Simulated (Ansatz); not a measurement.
**OH on the 1x1 (111) surface of fcc Ag, one in a 2x2 cell, started at the site 'top Ag'**

These are PBE (plane waves to 420 eV, PAW; Ansatz, a quantum-chemistry and plane-wave program) values and carry that method's errors.

Slab: 18 atoms, 7.1 Å thick at the start under the adsorbate (thin: gaps and levels are the slab's own); k 6x6x1, smearing 0.1 eV, dipole-corrected; 8 atoms held, the rest relaxed; no symmetry held; spin-polarised, no spin-orbit, no U, no dispersion correction. The starting moment vanished. At the end it is bonded to 3 Ag. In PBE it is, or lies within 0.03 eV of, the lowest of the starts that converged.

```json
{
 "adsorption energy against H2O(g) − ½ H2(g)": "0.70 eV",
 "work_function_of_the_top_face": "3.90 eV",
 "change_of_the_work_function": "-0.54 eV",
 "change_of_the_step_from_the_bottom_to_the_top_vacuum_level_against_the_clean_slab": "-0.57 eV",
 "energy_released_by_relaxation": "0.71 eV",
 "height of the binding atom over the mean of the host atoms within 0.3 Å of the top one": "1.525 Å",
 "magnetic_moment_of_the_cell": "0.00 μB",
 "nearest_host_atoms_of_the_binding_atom": "Ag at 2.30 Å, Ag at 2.30 Å, Ag at 2.30 Å",
 "largest_move_of_a_host_atom": "0.10 Å",
 "note": "in the relaxation the adsorbate left its starting site by 1.7 Å",
 "cost": "around 120 core-minutes (rough)"
}
```

A negative adsorption energy means that the adsorbate is more stable on the surface than in its reference.
